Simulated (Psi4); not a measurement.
Psi4 1.11, B3LYP/def2-svp: Al(Br)2 ([Br][Al+][Br]), charge +1, multiplicity 1, 3 atoms. The geometry is a generated start, not checked to be a minimum at this level.

```yaml
task: energy
method: b3lyp
basis: def2-svp
memory: 3 GB
maxiter: 100
keys_of_the_molecule_block: symmetry c1
scf_type: df (default)
e_convergence: 1e-06 (default)
d_convergence: 1e-06 (default)
dft_radial_points: 75 (default)
dft_spherical_points: 302 (default)
basis_functions: 82
grid_points: 63702
```

```xyz
3

Al    -0.0030    -0.0018    -0.0018
Br    -0.1705     1.7391    -1.3512
Br     0.1735    -1.7373     1.3530
```

Charge 1 and multiplicity 1 are set for this test and not shown to be the ground state.

With the defaults (damping_percentage = 0, diis = true, scf_initial_accelerator = adiis, guess = auto, which took SAD, diis_max_vecs = 10, soscf = false, soscf_start_convergence = 0.01, level_shift = 0, level_shift_cutoff = 0.01) it converges in 8 SCF iterations. One run each on 2 threads, with these changes:
- soscf = true, soscf_start_convergence = 0.1
- level_shift = 0.1, level_shift_cutoff = 0.001
- diis_max_vecs = 3
- damping_percentage = 60
- damping_percentage = 60, diis = false, scf_initial_accelerator = none
- guess = sap
- level_shift = 0.5, level_shift_cutoff = 0.001
- scf_initial_accelerator = ediis
- diis_max_vecs = 20

Problem. Which of these changes keep the SCF from converging, or lead it to another solution?

Solution. No convergence: damping_percentage = 60; damping_percentage = 60, diis = false, scf_initial_accelerator = none (the run ends without SCF convergence in 100 iterations). The rest reach the solution of the defaults.

```
setting                                                                SCF iterations  JK calls             end
---------------------------------------------------------------------  --------------  --------  --------------
guess = sap                                                                         7         7   same solution
soscf = true, soscf_start_convergence = 0.1                                         7        28   same solution
the defaults                                                                        8         9   same solution
scf_initial_accelerator = ediis                                                     8         9   same solution
diis_max_vecs = 20                                                                  8         9   same solution
level_shift = 0.1, level_shift_cutoff = 0.001                                       8         9   same solution
level_shift = 0.5, level_shift_cutoff = 0.001                                       8         9   same solution
diis_max_vecs = 3                                                                  13        14   same solution
damping_percentage = 60                                                           100       101  no convergence
damping_percentage = 60, diis = false, scf_initial_accelerator = none             100       101  no convergence
```

An SOSCF iteration holds several JK calls; a Hückel guess adds calls on atoms.
